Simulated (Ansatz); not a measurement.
## Amorphous B$_{14}$Te$_{42}$

A CHGNet melt-quench gave the starting glass, which DFT then relaxed. The hot cell started wider than the set density and was brought back towards it in steps. It is the lowest in DFT energy of 2 quenches. It is a model cell: composition and starting density were chosen by hand, and all elements were melted together. The geometry includes D3(BJ) dispersion.

Level of theory: PBE-D3(BJ), scalar-relativistic without spin-orbit coupling, PAW (Ansatz default set, large-core Te) (plane waves to 420 eV; Ansatz, a program for electronic structure). Geometry, pressure, stress and energy are those of the PBE run. Its sampling: a 2×2×2 Γ-centred mesh; Fermi-Dirac width 0.05 eV; no spin polarisation. The levels at the Fermi energy are partly filled. A closed spacing in one fast-quenched cell at PBE doesn't show the material to be a metal.

```json
{
 "number_of_atoms_in_the_cell": "56",
 "Density (volume relaxed, with D3(BJ))": "6.03 g/cm^3",
 "volume_per_atom": "27.12 Å³",
 "Pressure on a 2×2×2 Γ-centred mesh": "0.13 GPa",
 "Largest force and stress component on that mesh (the relaxation ran on one k-point at (1/4, 1/4, 1/4))": "0.24 eV/Å and 0.3 GPa",
 "Energy relative to trigonal Te + alpha boron (lowest mix at this level among the phases computed, not always the ambient ones)": "300 meV/atom",
 "Gap on a 2×2×2 Γ-centred mesh (PBE)": "within the smearing (under twice its width)"
}
```

Bonds are counted up to B-B 1.90 Å, B-Te 2.56 Å, Te-Te 3.10 Å.

```yaml
Mean coordination of B: 3.79 (3 with 3, 11 with 4)
Mean coordination of Te: 2.31 (2 with 1, 26 with 2, 13 with 3, 1 with 4)
Mean Te-Te bond: 2.930 Å (spread 0.074 Å, 31 counted)
Mean B-Te bond: 2.279 Å (spread 0.046 Å, 35 counted)
```

Its density started from a set value of 5.71 g/cm³. The simulated quench (nominally 140 K/ps over its main leg) is rapid and tends to freeze in more defects than a deposited or slowly cooled glass has. One small periodic cell is one sample of the glass; other quenches scatter about these values. The volume was free in the relaxation, at fixed shape. On a 2×2×2 Γ-centred mesh force components of up to 0.24 eV/Å stay, since the relaxation ran on one k-point at (1/4, 1/4, 1/4).
